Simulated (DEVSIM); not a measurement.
Device: abrupt Si n-p junction, at 300 K.

```csv
layer (left to right),material,thickness (μm),Nd (cm⁻³),Na (cm⁻³),τn (s),τp (s)
1,Si,0.480,1.7e17,-,0.00018,0.00018
2,Si,2.80,-,1.6e15,0.00018,0.00018
```

Left contact: ohmic. Right contact: ohmic. Voltage is applied to the left contact. Recombination: SRH at mid-gap. Mobility is μmin + (μ − μmin)/(1 + (N/Nref)^α).

The device is made up for the run: typed textbook-type constants, with dimensions and the other settings drawn at random. Values at 300 K.

```csv
parameter,Si
gap (eV),1.124
affinity (eV),4.05
permittivity,11.7
Nc (cm⁻³),2.86e19
Nv (cm⁻³),3.1e19
μn (cm²/Vs),1417
μp (cm²/Vs),470
"μn,min",52
"μp,min",45
"Nref,n",9.7e16
"Nref,p",2.2e17
αn,0.68
αp,0.72
```

Simulated with DEVSIM: 1D drift-diffusion, Boltzmann statistics, complete ionisation; no tunnelling, impact ionisation, image-force lowering or self-heating.

Question: Give the dark forward current.

Answer: 
```
V (V)  J (A/cm²)
-----  ---------
-0.05    -1.2e-8
-0.10    -9.0e-8
-0.15    -6.2e-7
-0.20    -4.3e-6
-0.25    -2.9e-5
-0.30   -0.00020
-0.35    -0.0013
-0.40    -0.0091
-0.45     -0.061
-0.50      -0.41
-0.55       -2.7
-0.60        -15
-0.65        -68
-0.70       -230
-0.75       -590
-0.80      -1200
-0.85      -2100
```
